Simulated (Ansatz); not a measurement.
The starting structures come from a database of crystals and need not be the phases stable at ambient conditions.

 Where the default PAW files enter, the runs use the earlier of Ansatz's two default sets.

Tunnelling through a barrier is set by its complex band structure: the current falls as exp(−2κd) with the smallest κ.

```xyz
14
Lattice="3.8330 0.0000 0.0000 0.0000 6.5324 0.0000 0.0000 3.2465 5.6488" Properties=species:S:1:pos:R:3 pbc="T T T"
La     0.9582     8.1445     4.7074
La     2.8747     1.6344     0.9414
H      0.9582     4.8491     4.3731
H      2.8747     4.9298     1.2757
H      0.9582     6.2614     2.0533
H      2.8747     3.5175     3.5955
H      0.9582     3.5653     2.0299
H      2.8747     6.2136     3.6189
O      0.9582     4.1384     5.0274
O      2.8747     5.6405     0.6214
O      0.9582     7.1782     2.3581
O      2.8747     2.6007     3.2907
O      0.9582     3.3622     1.0853
O      2.8747     6.4167     4.5635
```

Space group of this cell: P2_1/m. The cell is taken as given.

Transport runs along the normal of the first two printed cell vectors.

No gap correction and no spin-orbit coupling; mid-gap values are interpolated between computed energies.

Question: Predict the band gap and the smallest decay constant κ at mid-gap from r2SCAN (Ansatz, a program for electronic structure).

Answer: Gap 4.31 eV on a 8×6×6 mesh; κ = 0.422 1/Å, at the zone centre.
